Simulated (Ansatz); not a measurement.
Bi2Te3 under a change: x(Se) = 0.833, 10 atoms, Pm

Start from Bi$_{2}$Te$_{3}$ in the Bi2Te3 type structure (space group R-3m, No. 166; a = 4.387 Å, c = 30.286 Å (hexagonal axes)).

The other end (x = 1) is Bi$_{2}$Se$_{3}$ (space group R-3m, No. 166): 28.21 Å³/atom, gap 0.16 eV.

One thing is altered: Se replaces 83.3 % of the Te, ordered in a cell of 10 atoms (starting symmetry Pm) and fully relaxed.

Level of theory: PBE-D3(BJ), PAW, 420 eV (Ansatz, a program for electronic structure; scalar-relativistic without spin-orbit coupling). Γ-centred 5×8×4 mesh, Fermi–Dirac width 0.05 eV, for the changed cell.

| quantity | base | changed | shift |
|---|---|---|---|
| volume per atom | 33.65 Å³ | 29.15 Å³ | -4.50 Å³ |
| density | 7.90 g/cm³ | 7.74 g/cm³ | -0.16 g/cm³ |
| band gap | 0.26 eV | 0.14 eV | -0.12 eV |
| gap character (in this cell's own zone, which can be folded) | direct at Γ | direct at Γ | – |
| valence-band top at Γ (three highest levels, from the VBM) | 0.00, -0.90, -0.90 eV | 0.00, -0.94, -1.06 eV | – |
| mixing energy (to 0.01 eV only: unlike meshes or grids) | – | 0.00 eV/atom | – |
| deviation of the volume from the linear (Vegard-type) interpolation | – | +0.1 % | – |
| bowing parameter b of this ordering, from Eg = [1−x] Eg[0] + x Eg[1] − b x [1−x] | – | 0.3 eV | – |

Final structure:

```yaml
crystal:
  lattice:
    - [7.23738, 0.00000, 0.00000]
    - [0.00000, 4.18289, 0.00000]
    - [-2.39016, 0.00000, 9.62912]
  atoms:
    - { symbol: Bi, position: [0.40264, 0.00000, 0.19453] }
    - { symbol: Bi, position: [0.89312, 0.50000, 0.19597] }
    - { symbol: Bi, position: [0.60111, 0.00000, 0.79783] }
    - { symbol: Bi, position: [0.10005, 0.50000, 0.80281] }
    - { symbol: Se, position: [0.99737, 0.00000, 0.99901] }
    - { symbol: Se, position: [0.50000, 0.50000, 0.99282] }
    - { symbol: Se, position: [0.20983, 0.00000, 0.63967] }
    - { symbol: Se, position: [0.71723, 0.50000, 0.63649] }
    - { symbol: Se, position: [0.78410, 0.00000, 0.35898] }
    - { symbol: Te, position: [0.29454, 0.50000, 0.38189] }
```

Cost of the whole job for the changed cell (relaxation, final SCF and bands): very roughly 27 core-minutes.

These are small ordered cells, not random alloys; other orderings at the same x differ. With Bi and Te present, leaving out spin-orbit coupling can change the band edges. Whether these cells are dynamically stable was not tested. A zero or small gap of Bi4TeSe5, Bi2Te3 and Bi2Se3 can be the functional's error rather than a property of the material. Labels are those of the standard path for the cell's own space group.
